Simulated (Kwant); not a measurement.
System: wire with a row of barriers in a CdTe two-dimensional gas. Effective mass 0.096 mₑ, grid spacing 3.3 nm, hard walls, nominal width 100 nm (31 grid rows, so walls 105.6 nm apart), one parabolic valley, scattering region 330 nm long along x; energies count from the band bottom; Fermi energy swept from 0.00031336 to 0.0037211 eV. 4 barrier(s) across the wire, height 0.031 eV, thickness 13.2 nm (about 4 grid columns), spaced by 52.8 nm.

Constants are typed, rounded textbook-type inputs, not results; the design itself was drawn at random and stands for no fabricated device.

Model: effective-mass tight-binding model on a square grid, one spin, coherent transport at 0 K (Kwant). Conductance is in e²/h.

**Question.** How many channels do the leads carry at E = 2.07, 2.74, 3.44 meV?

**Answer.** The hard-wall thresholds are n² ħ²π²/(2mW²) = n² × 0.351 meV with W = 105.6 nm. √(2.07/0.351) = 2.43, so 2. √(2.74/0.351) = 2.79, so 2. √(3.44/0.351) = 3.13, so 3.
